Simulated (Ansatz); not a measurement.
An input for Ansatz (PBE) and the part of its output that reports the quasi-harmonic study. Lengths are of the primitive cell. 

Ansatz 0.2 input:
```yaml
crystal:
  lattice:
    - [0.0, 1.8143372487, 1.8143372487]
    - [1.8143372487, 0.0, 1.8143372487]
    - [1.8143372487, 1.8143372487, 0.0]
  atoms:
    - { symbol: Cu, position: [0.0, 0.0, 0.0] }
kpoints:
  mp_grid: { grid: [15, 15, 15] }
hamiltonian:
  xc: pbe
  pseudopotentials: { kind: paw }
scf:
  occupations: { method: methfessel_paxton, width: 0.15 }
phonons:
  method: dfpt
  qmesh: [5, 5, 5]
  temperatures: { t_max: 1000, t_step: 25 }
  thermal_expansion: {}
checkpoint:
  write: run
```

```
--- Thermal expansion: 12 cells in 3 rounds, 0 GPa ---
  no lower state was reached at cell 4; its state was not examined: fill_not_monotonic
  without vibrations: a 2.56494, b 2.56494, c 2.56494 Å, V 11.9321 Å³, B 140.94 GPa
  at 0 K: a 2.57030, b 2.57030, c 2.57030 Å, V 12.0071 Å³, B 137.99 GPa
  zero-point expansion: a +0.209, b +0.209, c +0.209, V +0.629 %
      T/K        a/Å        b/Å        c/Å       V/Å³ | expansion of a, b, c, V (1e-6/K)   | that of V in the mean from 25 °C | C_P, C_V (J/mol K of the cell) | B_T, B_S (GPa)
     0.00    2.57030    2.57030    2.57030    12.0071 |    0.00    0.00    0.00    0.00 |   36.26 |     0.000     0.000 |   137.99   137.99
   100.00    2.57152    2.57152    2.57152    12.0242 |   11.44   11.44   11.44   34.31 |   47.47 |    16.446    16.330 |   136.36   137.33
   200.00    2.57524    2.57524    2.57524    12.0765 |   16.40   16.40   16.40   49.19 |   51.91 |    22.868    22.402 |   132.57   135.33
   298.15    2.57963    2.57963    2.57963    12.1383 |   18.11   18.11   18.11   54.33 |       - |    24.748    23.921 |   128.57   133.01
   375.00    2.58332    2.58332    2.58332    12.1904 |   19.00   19.00   19.00   56.99 |   55.83 |    25.558    24.438 |   125.35   131.10
   475.00    2.58836    2.58836    2.58836    12.2619 |   19.99   19.99   19.99   59.97 |   57.58 |    26.341    24.814 |   121.07   128.52
   575.00    2.59366    2.59366    2.59366    12.3375 |   20.95   20.95   20.95   62.86 |   59.26 |    27.018    25.048 |   116.68   125.85
   675.00    2.59923    2.59923    2.59923    12.4171 |   21.96   21.96   21.96   65.89 |   60.95 |    27.675    25.218 |   112.17   123.10
   775.00    2.60509    2.60509    2.60509    12.5012 |   23.06   23.06   23.06   69.17 |   62.70 |    28.356    25.354 |   107.54   120.27
   875.00    2.61126    2.61126    2.61126    12.5902 |   24.27   24.27   24.27   72.82 |   64.54 |    29.086    25.471 |   102.75   117.33
   975.00    2.61778    2.61778    2.61778    12.6848 |   25.65   25.65   25.65   76.95 |   66.52 |    29.892    25.578 |    97.80   114.29
  1000.00    2.61947    2.61947    2.61947    12.7094 |   26.03   26.03   26.03   78.08 |   67.04 |    30.108    25.604 |    96.53   113.51
  the static fit leaves 0.006 meV an atom of the energies and, of the stresses, 0.000 GPa of each cell's largest along a strain (root mean squares over the cells), whose Pulay part it has at -0.099 GPa
  vibrations' free energy: its fit leaves 0.0000 meV an atom at the most
  the electrons' free energy at temperature is in it; its fit leaves 0.0000 meV an atom at the most
  free energies summed between the sampled wave vectors
  estimated error of the fitted expansion in any direction: up to 0.031e-6/K, at 775 K (an estimate, not a bound: it was exceeded on models of known expansion)
  by sums over the sampled wave vectors an expansion of the volume parts by up to 0.98e-6/K
  by a static energy of one degree less an expansion of the volume parts by up to 0.32e-6/K
```

Warnings of the run: thermal_expansion_settings.

Cost: roughly 90 core-minutes.

Whether this phase is the stable one at each condition was not tested.

Ansatz is a first-principles code.
